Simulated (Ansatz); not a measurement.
**Gd: uniaxial strain ε_zz = +3.15 %**

The parent structure is Gd in the hcp (Mg type) structure (space group P6_3/mmc, No. 194; a = 3.569 Å, c = 5.701 Å; ferromagnetic; relaxed with 0.1 eV smearing). Axes: x lies along a and z along c of the hexagonal cell.

Modification: uniaxial strain ε_zz = +3.15 %, all other strain components held at zero; the atoms relax in the strained cell.

Computed with Ansatz (a program for electronic structure) PBEsol, scalar-relativistic without spin-orbit coupling. Settings: 19×19×10 k-points, 0.1 eV Fermi–Dirac smearing.

The volume per atom goes up by 0.99 Å³ to 32.43 Å³ and the space group stays P6_3/mmc (No. 194). The shortest interatomic distance grows by 0.052 Å, from 3.517 Å to 3.569 Å and the energy increases by 6.7 meV/atom. The band gap remains zero and the magnetic state remains ferromagnetic. The largest site moment hardly moves (7.29 μB against 7.31 μB) and the stress (xx, yy, zz, yz, xz, xy; compression positive) amounts to (-0.5, -0.5, -2.1, 0.0, 0.0, 0.0) GPa.

Final structure:

```
CELL_PARAMETERS angstrom
      3.56905     0.00000     0.00000
     -1.78453     3.09089     0.00000
      0.00000     0.00000     5.88036
ATOMIC_POSITIONS crystal
  Gd 0.33333 0.66667 0.75000
  Gd 0.66667 0.33333 0.25000
```

Other magnetic orders, which the real material may have, were not ruled out. The state of the 4f shell was not checked for lower solutions. Stability against distortions was not tested.
